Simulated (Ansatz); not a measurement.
The starting structures come from a database of crystals and need not be the phases stable at ambient conditions.

 Where the default PAW files enter, the runs use the earlier of Ansatz's two default sets.

The decay constant κ of evanescent states in the gap governs leakage through a thin film.

Data:

```
CELL_PARAMETERS angstrom
      4.35410     0.00000     0.00000
      0.00000     8.22966     0.00000
      2.17705     4.11483     2.17705
ATOMIC_POSITIONS crystal
  Pb 0.00000 0.00000 0.00000
  F  0.00000 0.24186 0.00000
  F  0.00000 0.75814 0.00000
  F  0.50000 0.00000 0.00000
  F  0.50000 0.50000 0.00000
```

Space group of this cell: I4/mmm. The cell was relaxed by PBE-D3(BJ); by r2SCAN its mean pressure is -3.6 GPa.

Transport runs along the normal of the first two printed cell vectors, the (100) plane of the conventional cell.

The gap is the functional's own, uncorrected, and κ follows it; spin-orbit coupling is left out. Mid-gap values are interpolated between the computed energies.

Problem. Estimate the band gap and the smallest decay constant κ at mid-gap that r2SCAN (Ansatz, an electronic-structure program) returns for this system.

Solution. Gap 2.52 eV on a 14×14×14 mesh; κ = 0.434 1/Å, at the zone centre.
